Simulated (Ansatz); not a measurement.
Functionals compared on the (117) surface of germanium, unpaired: 0 pairs of surface atoms bonded, H on every dangling bond (bottom of the slab: built like the top, H on every dangling bond, free), in Ansatz (plane waves, PAW). The structure was relaxed with PBE; the other rows are single points on it. Cutoff 420 eV (500 eV for r2SCAN).

Model: 74-atom slab, 13.0 Å thick at the start with caps and adatoms (thin: gaps and levels are the slab's own), 4x2x1 mesh, Fermi-Dirac 0.025 eV, dipole correction, 8 atoms held, the rest relaxed; no symmetry held; no spin, no spin-orbit, no U. It is one candidate, not shown to be the stable structure of the face. These notes are the PBE run's.

```json
[
 {"functional": "PBE", "gap of the slab on its k-mesh (eV)": "0.98", "highest filled level below the top vacuum level (eV)": "4.81", "rough cost of the single point": "–"},
 {"functional": "r2SCAN", "gap of the slab on its k-mesh (eV)": "…", "highest filled level below the top vacuum level (eV)": "…", "rough cost of the single point": "around 17 core-minutes (rough)"}
]
```

Problem. Fill in the missing entries.

Solution. 
- r2SCAN, gap of the slab on its k-mesh (eV): 1.27
- r2SCAN, highest filled level below the top vacuum level (eV): 4.97

Ansatz is a quantum-chemistry and plane-wave program.
